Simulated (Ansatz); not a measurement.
**InP under a change: biaxial strain −1.25 %, plane normal [111], relaxed out of plane**

The reference is InP in the zinc blende structure (space group F-43m, No. 216; a = 5.907 Å). Axes: x, y, z lie along the cube axes.

The change: compressive biaxial strain of 1.25 % in the plane normal to [111], as in epitaxy on a mismatched substrate; the out-of-plane cell vector and the atoms relax.

Computed with r2SCAN, PAW, 500 eV (Ansatz, an electronic-structure program; scalar-relativistic without spin-orbit coupling). Settings: 10×10×10 k-points, 0.05 eV Fermi–Dirac smearing.

```tsv
quantity	base	changed	shift
volume per atom	25.76 Å³	25.31 Å³	-0.455 Å³
space group	F-43m (No. 216)	R3m (No. 160)	–
shortest interatomic distance	2.558 Å	2.539 Å	-0.0183 Å
energy relative to the base (free energy F)	0 meV/atom	+3.7 meV/atom	+3.7 meV/atom
pressure (mean of the normal stresses, compression positive)	0.0 kbar	12.6 kbar	+12.6 kbar
band gap	1.03 eV	1.07 eV	+0.045 eV
gap character	direct at Γ	direct at Γ	–
electron mass	0.074 mₑ (at Γ)	0.075 mₑ out of plane, 0.081 mₑ in plane (at Γ)	–
valence-band top at Γ (three highest levels, from the VBM)	0.00, 0.00, 0.00 eV	0.00, 0.00, -0.14 eV	–
valley order (the lowest conduction-band minima on the path, energy above the VBM, named in the base's zone)	Γ 1.03 eV; L along ⟨111⟩ 1.80 eV; X along ⟨100⟩ 2.04 eV	Γ 1.07 eV; L along [1-11] 1.74 eV; X along [100] 1.95 eV; L along [111] 1.98 eV	–
out-of-plane strain	–	+0.74 %	–
ratio −ε⊥/ε∥	–	0.59	–
mean in-plane stress (compression positive)	–	+1.9 GPa	–
```

Final structure (turned so that z lies along the plane normal):

```
InP
1.0
    4.12463     0.00000     0.00000
    2.06232     3.57204     0.00000
    2.06232    -1.19068     3.43548
In P
1 1
Direct
  0.99776   0.00112   0.00336
  0.50224   0.24888   0.74664
```

Effective masses come from finite differences of ±0.01 Å⁻¹. Stability against distortions was not tested. Labels are those of the standard path for the cell's own space group.
